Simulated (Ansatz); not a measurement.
## Competing hops of N vacancy in wurtzite AlN with all lengths changed by -1 %, charge state +1

Consider N vacancy in wurtzite AlN with all lengths changed by -1 %, charge state +1. Computed with PBE, PAW (plane waves to 420 eV; Ansatz, an electronic-structure program).

Settings: 72 host sites, the strained lattice (strain from the relaxed PBE one, atoms relaxed), a 2×2×2 k-point mesh shifted by half a step along c, smearing 0.01 eV, spin-restricted, no image-charge correction. No zero-point or tunnelling terms. The charge state is imposed; whether it is stable for some Fermi level was not computed. Forms of the defect that were not tried may lie lower.

```csv
Route,Start site over the lowest site run (eV),Hop (Å),Forward barrier (eV),Backward barrier (eV),Neighbours at the start,Neighbours at the saddle,Saddle order
one N atom jumps into the vacancy from a nearby N site,0.00,3.08,4.38,4.38,"Al at 1.87, Al at 1.89, 2 Al at 1.90 Å","Al at 1.77, 2 Al at 2.13, Al at 2.19, Al at 2.20 Å","not checked, on a symmetry element"
one N atom jumps into the vacancy from a nearby N site,0.00,3.02,4.56,4.56,"2 Al at 1.88, 2 Al at 1.90 Å","Al at 1.76, Al at 1.85, Al at 2.28 Å","not checked, on a symmetry element"
one N atom jumps into the vacancy from a nearby N site,0.00,4.36,8.82,8.82,"3 Al at 1.88, Al at 1.89 Å","2 Al at 1.88, Al at 1.93, Al at 2.22, 2 Al at 2.43; 2 N at 2.39 Å","not checked, on a symmetry element"
```

Paths come from CI-NEB runs. Of the routes that converged and passed our checks, the lowest saddle point lies 4.38 eV above the lowest of the sites run (one N atom jumps into the vacancy from a nearby N site); other sites, such as split forms, and other routes may lie lower. A band can be held on a symmetry element, so unchecked saddle points there may be too high.
